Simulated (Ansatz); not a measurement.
## SnSb2Te4, response to strain

The reference is SnSb2Te4 (space group R-3m, No. 166; a = 4.326 Å, c = 40.762 Å (hexagonal axes)). Axes: x lies along a and z along c of the hexagonal cell.

Strains are applied to the cell and any free atomic positions relax; under biaxial strain the out-of-plane vector relaxes too; under stress the whole cell relaxes.

Level of theory: DFT with PBE-D3(BJ), PAW potentials and a 420 eV plane-wave cutoff in Ansatz (a program for electronic structure), no spin-orbit coupling.

Notes on the quantities. energy relative to the base: free energy F; pressure: mean of the normal stresses, compression positive.

| variant | shortest interatomic distance | energy relative to the base | pressure |
|---|---|---|---|
| base | 3.008 Å | 0 meV/atom | 0.0 GPa |
| biaxial strain −0.95 %, plane normal [001], relaxed out of plane | 2.999 Å | +1.3 meV/atom | 0.5 GPa |
| uniaxial strain ε_xx = −3.68 % | [?] | [?] | [?] |
| uniaxial strain ε_xx = −0.20 % | 3.006 Å | 0.0 meV/atom | 0.1 GPa |
| uniaxial stress, 3 GPa compression along x | 2.978 Å | +17 meV/atom | – |

What belongs in the blanks?


- uniaxial strain ε_xx = −3.68 %, shortest interatomic distance: 2.971 Å
- uniaxial strain ε_xx = −3.68 %, energy relative to the base: +12 meV/atom
- uniaxial strain ε_xx = −3.68 %, pressure: 1.8 GPa

A case with no gap was solved on a k-mesh chosen for an insulator, which is coarse for it. Beyond what the load breaks, stability against distortions was not tested. All final runs are without spin polarisation. The program warned that a D3 coordination switch lies within reach, so dispersion energies are less smooth here.
